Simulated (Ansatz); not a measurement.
A periodic model of amorphous Al₃₂O₂₄N₁₆:

```xyz
72
Lattice="9.5301 0.0000 0.0000 0.0000 9.5301 0.0000 0.0000 0.0000 9.5301" Properties=species:S:1:pos:R:3 pbc="T T T"
Al     7.0199     0.7845     6.1314
Al     2.9003     1.5907     5.2959
Al     7.6878     4.8761     1.9550
Al     7.4878     3.7247     4.3408
Al     2.1455     2.2659     8.3239
Al     0.0102     2.3926     6.1506
Al     3.3299     4.9317     9.2487
Al     6.6527     8.1870     2.1050
Al     8.8669     9.1216     4.3592
Al     4.4761     4.6534     5.6820
Al     4.9505     8.8062     4.7432
Al     1.0011     7.5305     9.0748
Al     4.4681     6.3098     3.0460
Al     6.6049     1.5070     3.1578
Al     3.6507     1.2617     2.5055
Al     8.9894     0.4828     1.2776
Al     2.2188     7.5944     4.7297
Al     2.3863     5.7600     1.8887
Al     4.8568     3.7843     2.3213
Al     0.1439     4.6098     8.6074
Al     0.1718     7.0973     6.5666
Al     5.2266     7.3577     7.1807
Al     7.1478     6.5255     4.6451
Al     7.9010     2.6389     8.9679
Al     7.5732     6.5945     9.0830
Al     2.8945     9.2215     7.2306
Al     0.4008     5.0295     4.2036
Al     4.6290     2.5565     7.5986
Al     4.3193     9.3477     0.0363
Al     0.7284     3.3545     1.3585
Al     6.9841     4.4678     7.2723
Al     1.8340     8.5751     2.2549
O      4.3678     4.6932     3.8765
O      4.2798     2.7442     5.8433
O      1.3016     8.3470     7.5137
O      0.6602     1.6703     1.6521
O      8.1778     0.9897     9.3462
O      5.8174     8.8392     0.7347
O      8.7725     0.7214     5.8106
O      0.9473     8.7603     3.7955
O      6.4810     4.7390     5.5630
O      6.3342     2.8165     7.9873
O      4.3516     2.3908     1.4260
O      3.1193     9.4640     1.4275
O      0.5387     8.5040     0.9705
O      2.1492     6.3651     0.1974
O      2.5896     1.9496     3.6528
O      5.0803     0.5918     3.4405
O      4.3201     6.4407     5.9128
O      4.0442     4.2780     7.7664
O      6.8515     2.0575     4.9004
O      1.2039     4.6326     2.5661
O      8.3640     7.6580     5.4043
O      3.9620     8.1085     8.2665
O      7.3738     6.6286     1.2936
O      9.2899     3.3814     4.7005
N      1.2215     6.1734     5.4049
N      8.1923     5.4211     3.6420
N      9.2444     6.4404     8.3021
N      2.7997     7.1448     3.0049
N      7.8453     0.0459     2.7813
N      5.8291     7.4144     3.6310
N      8.6878     3.5306     7.4343
N      6.6732     3.3537     2.6432
N      6.3716     6.0864     7.9177
N      4.1542     5.2419     1.3908
N      1.7368     3.7719     9.2990
N      3.6503     1.1571     8.3669
N      8.6029     4.0443     0.5747
N      1.6597     1.8796     6.6488
N      5.9527     8.9216     6.3018
N      3.2036     9.1253     5.4016
```

The numbers are results of PBE, scalar-relativistic without spin-orbit coupling (plane waves to 420 eV, PAW; Ansatz, a first-principles code), not measurements.

The cell was made by melting and quenching with the CHGNet potential and then relaxed with DFT. O and N atoms were pushed apart under 1.9 Å during the dynamics, to hinder bonds among them. The hot cell started wider than the set density and was brought back towards it in steps. It is the lowest in DFT energy of 2 quenches. It is a model cell: composition and starting density were chosen by hand, and all elements were melted together. No dispersion term was used. Its density started from a set value of 2.82 and ended at 2.82 g/cm³. The simulated quench (nominally 590 K/ps over its main leg) is rapid and tends to freeze in more defects than a deposited or slowly cooled glass has. One small periodic cell is one sample of the glass; other quenches scatter about these values. The volume was held where the preparation left it, at a PBE pressure of -0.1 GPa (tension). Stress components on the final sampling reach 4.4 GPa.

Cut-offs for bonds: Al-Al 2.66 Å, Al-O 2.28 Å, Al-N 2.20 Å, O-O 1.58 Å, O-N 1.64 Å, N-N 1.70 Å. Two cations that share two anions don't count as bonded, nor two that share one unless they lie closer than Al-Al 2.59 Å.

Give the coordination numbers, mean bond lengths and angles.


| Item | Result |
|---|---|
| Mean coordination of Al by anions | 3.97 (3 with 3, 27 with 4, 2 with 5) |
| Mean coordination of O | 2.79 (6 with 2, 17 with 3, 1 with 4) |
| Mean coordination of N | 3.75 (4 with 3, 12 with 4) |
| Mean Al-O bond | 1.829 Å (spread 0.084 Å, 67 counted) |
| Mean Al-N bond | 1.893 Å (spread 0.057 Å, 60 counted) |
| Bond angle at Al | mean 109.2°, spread 15.8° |
| Bond angle at O | mean 117.4°, spread 16.6° |
| Bond angle at N | mean 109.9°, spread 16.5° |

List the pairs of like atoms that count as bonded by the rules above.

There are none by these rules.
